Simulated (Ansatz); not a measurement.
# ZrSiO (space group P4/nmm, No. 129; a cell from a computed database, its experimental status unchecked)

```
CELL_PARAMETERS angstrom
      3.27812     0.00000     0.00000
      0.00000     3.27812     0.00000
      0.00000     0.00000     7.25731
ATOMIC_POSITIONS crystal
  Zr 0.00000 0.50000 0.68977
  Zr 0.50000 0.00000 0.31023
  Si 0.50000 0.50000 0.00000
  Si 0.00000 0.00000 0.00000
  O  0.00000 0.50000 0.38879
  O  0.50000 0.00000 0.61121
```

Method: PBEsol in Ansatz (plane waves to 420 eV, PAW, spin-orbit coupling left out). k-mesh 14×14×7 (Γ-centred); smearing 0.05 eV (Fermi–Dirac).

```yaml
volume_per_atom: 13.00 Å³
density: 5.76 g/cm³
band_gap: zero
total_energy: -1771.360 eV/atom (σ→0; compares only within this code and set-up)
```

No phonon test of stability was made. The final runs are not spin-polarised. The zero or small gap of ZrSiO can change with the level of theory.

Ansatz is a first-principles code.
